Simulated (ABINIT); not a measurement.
Input and output of a self-consistent single point for AlRu (Pm-3m, 2 atoms in the cell) (ABINIT).

Method: PBE, PAW (JTH v2.0 PBE PAW) (plane waves; ABINIT 10.0.3).

The change in words: lattice scaled by 0.98. Reference geometry:
```yaml
crystal:
  lattice:
    - [2.98250, 0.00000, 0.00000]
    - [0.00000, 2.98250, 0.00000]
    - [0.00000, 0.00000, 2.98250]
  atoms:
    - { symbol: Al, position: [0.00000, 0.00000, 0.00000] }
    - { symbol: Ru, position: [0.50000, 0.50000, 0.50000] }
```

Reference input (self-consistent single point, DFT, PBE, plane waves, PAW (JTH v2.0 PBE PAW)): pseudos = [Al.GGA_PBE-JTH.xml, Ru.GGA_PBE-JTH.xml]; ecut = 571 eV; pawecutdg = 1143 eV; pawxcdev = 0; ixc = 11; occopt = 7; tsmear = 0.00183747 Ha; ngkpt = 11 11 11; nshiftk = 1; shiftk = 0 0 0; potentials = JTH v2.0 PBE PAW; nband = 15. This run's input differs from it in these lines:

```diff
@@ -5,5 +5,5 @@
 rprim
-         5.6361081667    0.0000000000    0.0000000000
-         0.0000000000    5.6361081667    0.0000000000
-         0.0000000000    0.0000000000    5.6361081667
+         5.5233860034    0.0000000000    0.0000000000
+         0.0000000000    5.5233860034    0.0000000000
+         0.0000000000    0.0000000000    5.5233860034
 natom 2
@@ -14,3 +14,3 @@
          0.0000000000    0.0000000000    0.0000000000
-         2.8180540833    2.8180540833    2.8180540833
+         2.7616930017    2.7616930017    2.7616930017
 ecut 571 eV
```

Output (repeated stretches shortened):

```
--- !BeginCycle
solver: {iscf: 17, nstep: 80, nline: 4, wfoptalg: 10, }
tolerances: {toldfe: 1.00E-09, }
...

     iter   Etot(hartree)      deltaE(h)  residm     nres2
 ETOT  1  -96.990775810828    -9.699E+01 4.310E+00 9.358E+00
 ETOT  2  -97.848676371869    -8.579E-01 1.562E-01 2.459E+00
 ETOT  3  -97.841275722263     7.401E-03 2.553E-02 5.173E-01
 ETOT  4  -97.840623134716     6.526E-04 1.412E-02 1.189E-01
 ETOT  5  -97.840194386269     4.287E-04 4.912E-03 2.150E-03
   [... 2 lines left out ...]
 ETOT  8  -97.840191170931     9.843E-08 6.801E-04 2.129E-07
 ETOT  9  -97.840191174410    -3.479E-09 7.603E-04 1.452E-08
 ETOT 10  -97.840191174364     4.569E-11 3.074E-04 4.524E-10
 ETOT 11  -97.840191174363     6.395E-13 2.283E-04 1.434E-11
 At SCF step   11, etot is converged :
  for the second time, diff in etot=  6.395E-13 < toldfe=  1.000E-09

 Cartesian components of stress tensor (hartree/bohr^3)
  sigma(1 1)= -6.85268277E-04  sigma(3 2)=  0.00000000E+00
  sigma(2 2)= -6.85268277E-04  sigma(3 1)=  0.00000000E+00
  sigma(3 3)= -6.85268277E-04  sigma(2 1)=  0.00000000E+00

 ----iterations are completed or convergence reached----

 reduced coordinates (array xred) for    2 atoms
       0.000000000000      0.000000000000      0.000000000000
       0.500000000000      0.500000000000      0.500000000000
 cartesian forces (eV/Angstrom) at end:
    1     -0.00000000000000    -0.00000000000000    -0.00000000000000
    2     -0.00000000000000    -0.00000000000000    -0.00000000000000
 frms,max,avg= 0.0000000E+00 0.0000000E+00   0.000E+00  0.000E+00  0.000E+00 e/A
   [... lines left out ...]
 Fermi (or HOMO) energy (eV) =  13.14157   Average Vxc (eV)= -12.25714
   [... lines left out ...]
'-kT*entropy'       : -9.65515750409269E-05
total_energy        : -9.78401947112944E+01
total_energy_eV     : -2.66236709522618E+03
...

-Cartesian components of stress tensor (GPa)         [Pressure=  2.0161E+01 GPa]
- sigma(1 1)= -2.01612854E+01  sigma(3 2)=  0.00000000E+00
- sigma(2 2)= -2.01612854E+01  sigma(3 1)=  0.00000000E+00
- sigma(3 3)= -2.01612854E+01  sigma(2 1)=  0.00000000E+00

 Calculation completed.
```

The run converged in 11 iterations. Against the reference run the free energy rises by 58.9 meV/atom and the pressure goes from 4.71 to 20.16 GPa.

The starting cell comes from a database of computed structures (which also holds hypothetical and non-ambient phases and stackings), without a prior relaxation at this level. For this run, on top of that: lattice scaled by 0.98. Spin polarisation is off. With a pressure of about 20 GPa the cell is away from its equilibrium volume at this level.
